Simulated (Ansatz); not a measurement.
Consider Al in the fcc (Cu type) structure (space group Fm-3m, No. 225; relaxed with 0.1 eV smearing).

Al is modelled in the cubic space group Fm-3m (No. 225), the fcc (Cu type) structure, Pearson symbol cF4. Conventional cell: a = b = c = 4.0412 Å, α = β = γ = 90.00°. Al on 4a sees 12 Al at 2.858 Å (cuboctahedral). (Neighbours: up to the widest gap in distance over summed covalent radii, below 1.35, at either atom.)
(The calculation used a cell of 1 atom; values per cell refer to that cell.)

Computed with Kohn–Sham DFT with the PBE functional, run in Ansatz (a program for electronic structure) with PAW and 420 eV plane waves, no spin-orbit coupling.

Strains are applied to the cell and any free atomic positions relax.

One change was made to it. Results:

The pressure goes from zero to -3.1 GPa; the energy grows by 7.7 meV/atom.

Problem. Which of these changes matches the shifts?
A) isotropic strain +1.50 %
B) isotropic strain +0.50 %
C) isotropic strain −2.50 %
D) isotropic strain +2.00 %

Solution. A, isotropic strain +1.50 %. For comparison, the energy relative to the base in the other runs: isotropic strain +2.00 % gives +13 meV/atom; isotropic strain −2.50 % gives +25 meV/atom; isotropic strain +0.50 % gives +0.9 meV/atom.

Stability against distortions was not tested.
